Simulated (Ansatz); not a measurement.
The reference is Ta in the bcc (W type) structure (space group Im-3m, No. 229; a = 3.282 Å; relaxed with 0.1 eV smearing). Axes: x, y, z lie along the cube axes.

It is then changed as follows: tensor shear ε_xy = +0.81 % (engineering shear γ = 0.0162), atoms relaxed at fixed cell.

Levels (all Ansatz, a quantum-chemistry and plane-wave program, PAW): PBEsol (420 eV, spin-orbit coupling left out); r2SCAN (500 eV, without spin-orbit coupling).

The geometry is relaxed with PBEsol.

| Item | Value |
|---|---|
| PBEsol pressure | 0.0 GPa |

With r2SCAN at the same geometry, the pressure goes from zero to 4.6 GPa.

Single points use the geometry relaxed with PBEsol. Their cutoffs differ, which shifts pressures a little. The cells carry an imposed strain or load. Whether these cells are dynamically stable was not tested. The final runs are not spin-polarised.
